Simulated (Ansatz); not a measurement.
Start from WS₂ in the 2H-MoS2 type structure (space group P6_3/mmc, No. 194; a = 3.170 Å, c = 12.493 Å; layered, stacked along the Cartesian z axis).

Structures relaxed with r2SCAN+rVV10 in Ansatz (plane waves to 500 eV, PAW, no spin-orbit coupling), earlier PAW set.

Base:

Simulated powder pattern, Cu Kα1, λ = 1.54056 Å (kinematic, ideal powder, no thermal factors, no anomalous dispersion; the 10 strongest lines at most, above 2 %, up to 2θ = 90°):

```tsv
2θ (°)	I/Imax (%)	hkl
14.17	100	(002)
32.59	20	(100)
33.39	33	(101)
35.69	17	(102)
39.27	61	(103)
49.27	31	(105)
58.15	15	(110)
60.18	15	(112)
72.43	10	(203)
87.64	10	(118)
```

One thing is altered: full substitution S → P, then cell and atoms are relaxed.

After the change:

Simulated powder pattern, Cu Kα1, λ = 1.54056 Å (kinematic, ideal powder, no thermal factors, no anomalous dispersion; the 10 strongest lines at most, above 2 %, up to 2θ = 90°):

| 2θ (°) | d (Å) | I/Imax (%) | hkl |
|---|---|---|---|
| 14.24 | 6.215 | 100 | (002) |
| 33.73 | 2.655 | 20 | (100) |
| 34.52 | 2.596 | 39 | (101) |
| 36.78 | 2.442 | 16 | (102) |
| 40.31 | 2.235 | 68 | (103) |
| 50.23 | 1.815 | 28 | (105) |
| 60.33 | 1.533 | 15 | (110) |
| 62.34 | 1.488 | 14 | (112) |
| 75.08 | 1.264 | 11 | (203) |
| 77.38 | 1.232 | 11 | (116) |

The indices refer to each structure's own conventional cell; one index is shown for lines that coincide.

Whether these cells are dynamically stable was not tested. As relaxed here, WP2 is a hypothetical phase, not in the database extracts checked. The final runs are not spin-polarised. WP2 has a high density of states at the Fermi level and may be magnetic at this level.

Ansatz is an electronic-structure program.
